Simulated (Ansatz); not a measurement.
The structure below was relaxed with PBEsol/PAW in Ansatz (a program for electronic structure), scalar-relativistic without spin-orbit coupling.

Space group F-43m (No. 216); a = 7.437 Å, b = 7.437 Å, c = 7.437 Å, α = 90.00°, β = 90.00°, γ = 90.00°

| atom | site | symmetry | x | y | z |
|---|---|---|---|---|---|
| Zr | 4a | -43m | 0.0000 | 0.0000 | 0.0000 |
| Ga | 4d | -43m | 0.7500 | 0.7500 | 0.7500 |
| Ga | 16e | .3m | 0.3753 | 0.3753 | 0.3753 |

Problem. Write out a cell with all atoms.

Solution. 
```
ZrGa5
1.0
    7.43690     0.00000     0.00000
    0.00000     7.43690     0.00000
    0.00000     0.00000     7.43690
Zr Ga
4 20
Direct
  0.00000   0.00000   0.00000
  0.00000   0.50000   0.50000
  0.50000   0.00000   0.50000
  0.50000   0.50000   0.00000
  0.25000   0.25000   0.75000
  0.62471   0.12471   0.87529
  0.37529   0.12471   0.12471
  0.87529   0.37529   0.87529
  0.12471   0.37529   0.12471
  0.25000   0.75000   0.25000
  0.62471   0.62471   0.37529
  0.37529   0.62471   0.62471
  0.87529   0.87529   0.37529
  0.12471   0.87529   0.62471
  0.75000   0.25000   0.25000
  0.12471   0.12471   0.37529
  0.87529   0.12471   0.62471
  0.37529   0.37529   0.37529
  0.62471   0.37529   0.62471
  0.75000   0.75000   0.75000
  0.12471   0.62471   0.87529
  0.87529   0.62471   0.12471
  0.37529   0.87529   0.87529
  0.62471   0.87529   0.12471
```
This is the conventional cell.

Whether these cells are dynamically stable was not tested. The final runs are not spin-polarised. The cell was made from ZrCu5 by this change: Cu → Ga; the result is a hypothetical phase, not in the database extracts checked. ZrGa5 has a high density of states at the Fermi level and may be magnetic at this level.
